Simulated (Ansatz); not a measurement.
WBSi (model structure, started from the MoAlB type, Cmcm, No. 63, 6 atoms in the cell)

Method: LDA (PAW; Ansatz, an electronic-structure program).

Numerical settings: plane-wave cutoff 520 eV, 18×18×18 k mesh, Fermi–Dirac smearing 0.05 eV, no spin polarisation, scalar-relativistic PAW data made under PBE.

Cell (relaxed at this level):

```xyz
6
Lattice="1.5572 -6.6462 0.0000 1.5572 6.6462 0.0000 0.0000 0.0000 3.1079" Properties=species:S:1:pos:R:3 pbc="T T T"
Si     1.5572    -2.6961     0.7770
Si     1.5572     2.6961     2.3310
B      1.5572     0.4318     2.3310
B      1.5572    -0.4318     0.7770
W      1.5572     5.2862     2.3310
W      1.5572    -5.2862     0.7770
```

```
Item           Result
------------  -------
bulk modulus  285 GPa
```

Note: the run has no spin polarisation, so it can have missed a magnetic state; the bulk modulus is −V dP/dV from two relaxed cells at ±2 % in volume; the relaxation could raise the start's symmetry but not lower it, so the cell can be a saddle point.

Spin–orbit coupling is not included; it can open a gap where bands touch, and shift volumes and moduli.

Static lattice: no zero-point or thermal effects.

The result took very roughly 12 core-minutes.

A model structure was made by putting elements into a prototype or built by hand; it is no filed structure, need not be a known phase, and can be a saddle point held by its symmetry.
